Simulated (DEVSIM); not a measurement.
Device: abrupt Si p-n junction, at 400 K.

```csv
layer (left to right),material,thickness (μm),Nd (cm⁻³),Na (cm⁻³),τn (s),τp (s)
1,Si,0.150,-,1.5e18,2.7e-7,2.7e-7
2,Si,84.0,1.2e14,-,2.7e-7,2.7e-7
```

Left contact: ohmic. Right contact: ohmic. Voltage is applied to the left contact. Recombination: SRH at mid-gap, radiative, Auger. Mobility is μmin + (μ − μmin)/(1 + (N/Nref)^α).

The device is made up for the run: typed textbook-type constants, with dimensions and the other settings drawn at random. Values at 300 K; Nc and Nv go as T^1.5, mobilities as T to minus their exponent, the gap by Varshni's rule with the affinity fixed.

```tsv
parameter	Si
gap (eV)	1.124
affinity (eV)	4.05
permittivity	11.7
Nc (cm⁻³)	2.86e19
Nv (cm⁻³)	3.1e19
μn (cm²/Vs)	1417
μp (cm²/Vs)	470
μn,min	52
μp,min	45
Nref,n	9.7e16
Nref,p	2.2e17
αn	0.68
αp	0.72
T exponent of μn	2.3
T exponent of μp	2.2
B (cm³/s)	4.7e-15
Cn (cm⁶/s)	2.8e-31
Cp (cm⁶/s)	9.9e-32
Varshni α (eV/K)	0.000473
Varshni β (K)	636
```

DEVSIM, 1D drift-diffusion, Boltzmann statistics, complete ionisation; no tunnelling, impact ionisation, image-force lowering or self-heating.

Base results: potential step across the device at zero bias (V) 0.536; dark forward voltage at 1 A/cm² (V) 0.533.

Q: What follows from this one change: doping Nd of layer 2 1.2e+14 → 3.6e+14 cm^-3?

A: potential step across the device at zero bias 0.536 → 0.573 V; dark forward voltage at 1 A/cm² 0.533 → 0.467 V.

Q: What follows from this one change: minority lifetime in layer 2 2.7e-07 → 8.1e-08 s?

A: potential step across the device at zero bias little changed (0.536 V); dark forward voltage at 1 A/cm² 0.533 → 0.605 V.

Q: What follows from this one change: temperature 400 → 350 K?

A: potential step across the device at zero bias 0.536 → 0.632 V; dark forward voltage at 1 A/cm² 0.533 → 0.598 V.

Q: What follows from this one change: constant mobility in place of the doping-dependent one?

A: potential step across the device at zero bias little changed (0.536 V); dark forward voltage at 1 A/cm² 0.533 → 0.537 V.
